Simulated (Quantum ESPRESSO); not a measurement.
Quantum ESPRESSO 7.5, DFT, PBE, plane waves, SSSP 1.1.2 efficiency PBE: a series of growing systems, each on 64 ranks. The k mesh and basis are held over the series and aren't claimed converged, least of all for the small cells.

```
Quantity                      Result
-------------------  ---------------
task                             scf
k mesh                         2×2×1
ecutwfc                        45 Ry
ecutrho                       360 Ry
occupations                 smearing
smearing                          mv
degauss                      0.02 Ry
tprnfor                         true
tstress                        false
k-point pools (-nk)                2
diagonalization      david (default)
mixing_mode          plain (default)
mixing_beta            0.7 (default)
mixing_ndim              8 (default)
```

Machine: one whole node, AMD EPYC (Zen 5), 96 cores on 1 socket, no SMT, 12 L3 cache groups.

Each time is the median wall time of two to five repeats, run one at a time on the otherwise empty machine; start-up is included. Unless noted, each process is bound to its own block of adjacent cores. Build: conda-forge: Open MPI 5.0, OpenMP, OpenBLAS 0.3.34 (pthreads), FFTW, ScaLAPACK, ELPA. Other compilers and libraries give other times. Scratch files lie in a memory file system.

Measured:

```json
[
 {"system": "Cu(111) slab of 2 layers, 2x2, atoms displaced (Cu8), unrelaxed, 8 atoms", "conv_thr": "8e-09 Ry", "bands": "91", "electrons": "152", "G-vectors of the density": "283545", "SCF iterations": "31", "wall time": "7.76 s", "peak memory": "2.4 GiB"},
 {"system": "Cu(111) slab of 3 layers, 2x2, atoms displaced (Cu12), unrelaxed, 12 atoms", "conv_thr": "1.2e-08 Ry", "bands": "137", "electrons": "228", "G-vectors of the density": "320181", "SCF iterations": "41", "wall time": "18.0 s", "peak memory": "2.7 GiB"},
 {"system": "Cu(111) slab of 4 layers, 2x2, atoms displaced (Cu16), unrelaxed, 16 atoms", "conv_thr": "1.6e-08 Ry", "bands": "182", "electrons": "304", "G-vectors of the density": "357105", "SCF iterations": "48", "wall time": "28.2 s", "peak memory": "3.2 GiB"}
]
```

Still to run:

```json
[
 {"system": "Cu(111) slab of 6 layers, 2x2, atoms displaced (Cu24), unrelaxed, 24 atoms", "conv_thr": "2.4e-08 Ry", "bands": "274", "electrons": "456", "G-vectors of the density": "430665"},
 {"system": "Cu(111) slab of 8 layers, 2x2, atoms displaced (Cu32), unrelaxed, 32 atoms", "conv_thr": "3.2e-08 Ry", "bands": "365", "electrons": "608", "G-vectors of the density": "504105"}
]
```

Question: How long do the larger ones take, and how steeply does the time grow?

Answer: The two largest measured give a power of ln(28.2/18.0) / ln(16/12) = 1.56 in the count of atoms; the table sets what it predicts beside the runs.

```tsv
system	time by that power	SCF iterations	wall time	peak memory
Cu(111) slab of 6 layers, 2x2, atoms displaced (Cu24), unrelaxed, 24 atoms	53 s	57	64.8 s	4.1 GiB
Cu(111) slab of 8 layers, 2x2, atoms displaced (Cu32), unrelaxed, 32 atoms	83 s	100	173 s	4.9 GiB
```

From the smallest system to the largest the time grows as the power 2.2 of the count of atoms; from step to step the powers are 2.1, 1.6, 2.1, 3.4. The largest part is FFTs of H·ψ (vloc_psi) (27 %) in the smallest system and the rest of the band solver (c_bands and wfcinit less FFTs, projectors and diagonalisation: overlaps, rotations, waiting) (32 %) in the largest.
